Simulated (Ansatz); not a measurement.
Base system: InSb in the zinc blende structure (space group F-43m, No. 216).

```
InSb
1.0
    0.00000     3.25989     3.25989
    3.25989     0.00000     3.25989
    3.25989     3.25989     0.00000
Sb In
1 1
Direct
  0.75000   0.75000   0.75000
  0.00000   0.00000   0.00000
```

Cartesian axes are those of the cell as printed.

The values are results of DFT with PBEsol, PAW potentials and a 420 eV plane-wave cutoff in Ansatz (a quantum-chemistry and plane-wave program), scalar-relativistic without spin-orbit coupling, earlier PAW set, not measurements.

For the base:

The volume per atom is 34.64 Å³.

Modification: uniaxial stress, 1 GPa compression along x; all other stress components relax to zero.

Problem. Predict the new volume per atom and energy relative to the base.

Solution. The volume per atom falls by 0.286 Å³, from 34.64 Å³ to 34.36 Å³; the energy grows by 3.2 meV/atom.

Load acts through the strain it causes; cell and atoms are relaxed under it. Stability under load was not tested beyond the relaxation. All final runs are without spin polarisation.
